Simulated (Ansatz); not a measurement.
An Ansatz (a first-principles code) input for (Sr,Ba)TiO3 alloy cell BaSr7Ti8O24 (perovskite start):

Ansatz 0.2 input:
```yaml
crystal:
  lattice:
    - [7.915440931, 0.00273461, 0.001597469]
    - [0.002730881, 7.948277391, 0.006529247]
    - [0.001596863, 0.006535302, 7.926690746]
  atoms:
    - { symbol: Sr, position: [-0.001666852, -0.005597118, -0.00369577] }
    - { symbol: Sr, position: [-0.002027577, -0.006202504, 0.495265031] }
    - { symbol: Sr, position: [-0.00186916, 0.493535234, -0.004156966] }
    - { symbol: Sr, position: [-0.001872558, 0.492581953, 0.495146221] }
    - { symbol: Sr, position: [0.497651801, -0.006407623, -0.00414308] }
    - { symbol: Sr, position: [0.497614688, -0.006166453, 0.494758123] }
    - { symbol: Sr, position: [0.498098501, 0.492804471, -0.004271738] }
    - { symbol: Ba, position: [0.49963906, 0.49697553, 0.498037981] }
    - { symbol: Ti, position: [0.24604724, 0.241657638, 0.243249317] }
    - { symbol: Ti, position: [0.246109836, 0.241614773, 0.745628098] }
    - { symbol: Ti, position: [0.245787122, 0.744007211, 0.243218479] }
    - { symbol: Ti, position: [0.245786902, 0.744111477, 0.745682765] }
    - { symbol: Ti, position: [0.747818775, 0.241918823, 0.243881779] }
    - { symbol: Ti, position: [0.748817659, 0.241211095, 0.746420449] }
    - { symbol: Ti, position: [0.748854007, 0.744329969, 0.243783239] }
    - { symbol: Ti, position: [0.748525728, 0.744228003, 0.746642995] }
    - { symbol: O, position: [0.255655134, 0.253279139, 0.004710906] }
    - { symbol: O, position: [0.24664575, 0.251608263, 0.505312171] }
    - { symbol: O, position: [0.248006145, 0.757904375, 0.004493254] }
    - { symbol: O, position: [0.254217951, 0.757851356, 0.505156219] }
    - { symbol: O, position: [0.752247569, 0.255595178, 0.004584411] }
    - { symbol: O, position: [0.76008525, 0.250338275, 0.505238055] }
    - { symbol: O, position: [0.759091636, 0.755497902, 0.004509549] }
    - { symbol: O, position: [0.751642986, 0.759522465, 0.505148696] }
    - { symbol: O, position: [0.253935043, 0.004853686, 0.253704408] }
    - { symbol: O, position: [0.251101112, 0.004978329, 0.755300568] }
    - { symbol: O, position: [0.247808559, 0.50565293, 0.249355095] }
    - { symbol: O, position: [0.251665641, 0.505790974, 0.758571742] }
    - { symbol: O, position: [0.753249457, 0.005038735, 0.251743885] }
    - { symbol: O, position: [0.756307298, 0.00492459, 0.757116457] }
    - { symbol: O, position: [0.758909671, 0.505794806, 0.251820395] }
    - { symbol: O, position: [0.755429747, 0.505809523, 0.755747229] }
    - { symbol: O, position: [0.00356848, 0.252272439, 0.250801896] }
    - { symbol: O, position: [0.003621817, 0.255443193, 0.759756607] }
    - { symbol: O, position: [0.003389642, 0.758558327, 0.258180821] }
    - { symbol: O, position: [0.003555756, 0.755093109, 0.751662929] }
    - { symbol: O, position: [0.503941084, 0.252276368, 0.253310263] }
    - { symbol: O, position: [0.504002333, 0.250100501, 0.75563007] }
    - { symbol: O, position: [0.503825588, 0.756430475, 0.247463269] }
    - { symbol: O, position: [0.503980566, 0.758025312, 0.760694813] }
basis:
  ecutwfc: 420
  ecutrho_ratio: 4
  xc_grid: 2
kpoints:
  mp_grid: { grid: [3, 3, 3] }
hamiltonian:
  xc: pbe
  dispersion: none
  pseudopotentials: { kind: paw }
scf:
  n_extra_bands: 22
  occupations: { method: fermi_dirac, width: 0.01 }
output:
  forces: true
  stress: true
  eigenstates:
    kpoints:
      - [0.0, 0.0, 0.0]
    e_range: [-4.0, 6.0]
    localisation: true
relax:
  f_tol: 0.03
  max_steps: 90
  cell: { stress_tol: 0.15 }
```

These are PBE (plane waves to 420 eV, PAW; Ansatz) values and carry that method's errors. Spin–orbit coupling is left out; the runs are not spin-polarised. Its k-point mesh 3×3×3, Fermi–Dirac width 0.01 eV.

Q: Write the closing report of this run, without the band table and long remarks, to eight decimals at most.

A: 
```
SCF converged after 6 iterations
Free energy (F): -64441.049068 eV
Harris-Foulkes:  -64441.049068 eV  (|F-HF|=5.09e-11)
Internal energy: -64441.049068 eV  (E = F + TS)
E sigma→0 (E₀):  -64441.049068 eV
Fermi energy:    10.638125 eV
--- Per-component energies (eV) ---
  E_band       = -1717.632563
  E_kinetic    = 8289.126426
  E_local      = -19223.458475  (includes V_loc(G=0)·N_el)
  E_nonlocal   = 2640.839608
  E_hartree    = 6814.739531
  E_xc         = -3961.922454
  E_vxc        = -4545.144606  (∫ρ·V_xc dr)
  E_paw        = -36239.651851  (= ΣΔE_a)
  E_vpaw       = -2508.532768  (= ΣTr[D̂ρ^β])
  E_aug_tail   = 0.058549  (compensation charges beyond the density's cutoff)
  E_ewald      = -22760.780403
  E_smearing   = 0.000000  (= −TS)
  E_closure    = 0.000000  (closes the sum)
  Σ components = -64441.049068   (vs F -64441.049068, Δ=0.00e0)
--- Forces (eV/Å), atoms counted from 1 ---
  atom   1  Sr    -0.00218487    -0.00059232    -0.00117506
  atom   2  Sr     0.00204140     0.00149420    -0.00161482
  atom   3  Sr    -0.00076992    -0.00025172     0.00280312
  atom   4  Sr    -0.00226719    -0.00092873    -0.00152673
  atom   5  Sr    -0.00184226     0.00332427    -0.00104543
  atom   6  Sr    -0.00191800    -0.00011006     0.00021171
  atom   7  Sr    -0.00074170    -0.00001819    -0.00098645
  atom   8  Ba    -0.00092678    -0.00018744    -0.00111410
  atom   9  Ti    -0.00109832     0.00082117    -0.00006055
  atom  10  Ti    -0.00272711    -0.00109986     0.00014071
  atom  11  Ti    -0.00318241    -0.00093022    -0.00236726
  atom  12  Ti    -0.00350898     0.00113313     0.00269134
  atom  13  Ti     0.00043650     0.00115867    -0.00329181
  atom  14  Ti     0.00240404    -0.00059032    -0.00102399
  atom  15  Ti     0.00193616     0.00112362    -0.00639063
  atom  16  Ti     0.00020400     0.00023681     0.00080662
  atom  17  O      0.00254579    -0.00415447     0.00131835
  atom  18  O     -0.00036639     0.00106689     0.00137063
  atom  19  O     -0.00040553    -0.00078430     0.00132284
  atom  20  O     -0.00096168    -0.00192191     0.00458473
  atom  21  O     -0.00263899     0.00166014     0.00547264
  atom  22  O      0.00199400    -0.00341385     0.00305027
  atom  23  O     -0.00079077    -0.00480323     0.00467728
  atom  24  O     -0.00177084    -0.00159248     0.00304878
  atom  25  O     -0.00338459     0.00166158     0.00155755
  atom  26  O      0.00419409     0.00583471    -0.00244561
  atom  27  O      0.00295577     0.00140628    -0.00116100
  atom  28  O     -0.00099652     0.00214132     0.00027964
  atom  29  O      0.00117587     0.00012465    -0.00298275
  atom  30  O     -0.00521811     0.00273997     0.00152770
  atom  31  O     -0.00146902     0.00389238     0.00094332
  atom  32  O     -0.00022777     0.00157623    -0.00450738
  atom  33  O      0.00058284     0.00281669    -0.00197533
  atom  34  O      0.00231500    -0.00702500    -0.00114571
  atom  35  O      0.00535868    -0.00367901     0.00100270
  atom  36  O      0.00480498     0.00292755    -0.00214635
  atom  37  O      0.00101529    -0.00355094     0.00252953
  atom  38  O      0.00338961     0.00225330     0.00126869
  atom  39  O      0.00087342     0.00363823     0.00118227
  atom  40  O      0.00117692    -0.00740037    -0.00482641
  max |Σ_I F_I| component: 6.62e-6 eV/Å
--- Stress (GPa, compression-positive) ---
       -0.004858       0.006148       0.010089
        0.006148      -0.026576      -0.006393
        0.010089      -0.006393      -0.024817
  P = ⅓ Tr σ = -0.0188 GPa (-0.188 kbar)
--- Relaxed structure (5 steps of the walk, 5 accepted, 1 SCFs on fresh bases) ---
  F+E_penalty+E_count = -64441.04906847 eV   max|allowed force component| = 7.400e-3 eV/Å   (the final SCF, on the basis selected at the relaxed cell)
  cell:  # Å, volume = 497.3271 Å³
    - [7.92164231, 0.01082917, 0.01090425]
    - [0.01087430, 7.92934179, 0.01190847]
    - [0.01092480, 0.01189027, 7.91757908]
  atoms:
    - { symbol: Sr, position: [-0.00411965, -0.00527709, -0.00449641] }
    - { symbol: Sr, position: [-0.00418136, -0.00565792, 0.49474686] }
    - { symbol: Sr, position: [-0.00457699, 0.49371445, -0.00442243] }
    - { symbol: Sr, position: [-0.00423397, 0.49353762, 0.49487932] }
    - { symbol: Sr, position: [0.49470648, -0.00498011, -0.00462944] }
    - { symbol: Sr, position: [0.49517524, -0.00531935, 0.49435863] }
    - { symbol: Sr, position: [0.49474486, 0.49389789, -0.00464795] }
    - { symbol: Ba, position: [0.49859540, 0.49765608, 0.49824836] }
    - { symbol: Ti, position: [0.24295271, 0.24163080, 0.24253388] }
    - { symbol: Ti, position: [0.24247961, 0.24120291, 0.74479823] }
    - { symbol: Ti, position: [0.24201037, 0.74393177, 0.24245690] }
    - { symbol: Ti, position: [0.24189235, 0.74424007, 0.74451624] }
    - { symbol: Ti, position: [0.74484208, 0.24148187, 0.24205356] }
    - { symbol: Ti, position: [0.74494533, 0.24065938, 0.74513958] }
    - { symbol: Ti, position: [0.74550902, 0.74364052, 0.24151378] }
    - { symbol: Ti, position: [0.74480493, 0.74391645, 0.74478987] }
    - { symbol: O, position: [0.26155332, 0.24889471, 0.00522396] }
    - { symbol: O, position: [0.24434861, 0.25631091, 0.50588747] }
    - { symbol: O, position: [0.24441770, 0.76224044, 0.00524343] }
    - { symbol: O, position: [0.26104487, 0.75418364, 0.50587437] }
    - { symbol: O, position: [0.74948840, 0.26198692, 0.00514143] }
    - { symbol: O, position: [0.76426972, 0.24552970, 0.50609214] }
    - { symbol: O, position: [0.76702193, 0.74882967, 0.00515870] }
    - { symbol: O, position: [0.74752831, 0.76471211, 0.50609947] }
    - { symbol: O, position: [0.25130270, 0.00502459, 0.25899534] }
    - { symbol: O, position: [0.26032576, 0.00500420, 0.75119340] }
    - { symbol: O, position: [0.25488093, 0.50575234, 0.24594751] }
    - { symbol: O, position: [0.24761680, 0.50601367, 0.76210261] }
    - { symbol: O, position: [0.76076505, 0.00498150, 0.24637777] }
    - { symbol: O, position: [0.75134110, 0.00495871, 0.76401315] }
    - { symbol: O, position: [0.75631187, 0.50569373, 0.25839651] }
    - { symbol: O, position: [0.76325824, 0.50596878, 0.74952032] }
    - { symbol: O, position: [0.00567309, 0.25676851, 0.24685393] }
    - { symbol: O, position: [0.00560166, 0.24816383, 0.76432486] }
    - { symbol: O, position: [0.00562495, 0.75267761, 0.26449300] }
    - { symbol: O, position: [0.00554295, 0.76180041, 0.74647498] }
    - { symbol: O, position: [0.50631383, 0.24707660, 0.25802407] }
    - { symbol: O, position: [0.50625858, 0.25600107, 0.75215871] }
    - { symbol: O, position: [0.50662479, 0.75966666, 0.24317687] }
    - { symbol: O, position: [0.50653782, 0.75072710, 0.76684763] }
```

Cost: very roughly 19 core-minutes.
